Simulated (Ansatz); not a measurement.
## Pt3In (Pm-3m, No. 221, 4 atoms in the cell; start mp-20516)

Method: LDA in Ansatz (plane waves, PAW).

Settings: plane-wave cutoff 520 eV, 14×14×14 k mesh, Fermi–Dirac smearing 0.05 eV, scalar-relativistic PAW data made under PBE.

Cell (relaxed at this level):

InPt3 is modelled in the cubic space group Pm-3m (No. 221), the Cu3Au type structure, Pearson symbol cP4. Lattice parameters: a = 3.965 Å, b = 3.965 Å, c = 3.965 Å, α = 90.00°, β = 90.00°, γ = 90.00°. In on 1a sees 12 Pt at 2.803 Å (cuboctahedral). Pt on 3c has 8 Pt at 2.803 Å and 4 In at 2.803 Å (cuboctahedral). (Neighbours: up to the widest gap in distance over summed covalent radii, below 1.35, at either atom.)

```yaml
band_gap: zero (no gap)
bulk modulus B0: 246 GPa
```

Note: the relaxation could not lower the start's symmetry, so the cell can be a saddle point above a distorted one; the bulk modulus is −V dP/dV from two relaxed cells at ±2 % in volume.

Spin–orbit coupling is not included.

The computed numbers hold no vibrational or temperature effects.

It cost around 120 core-seconds (rough) of CPU time.

A start named mp-… is a Materials Project structure, which need not be a measured phase.

Ansatz is a quantum-chemistry and plane-wave program.
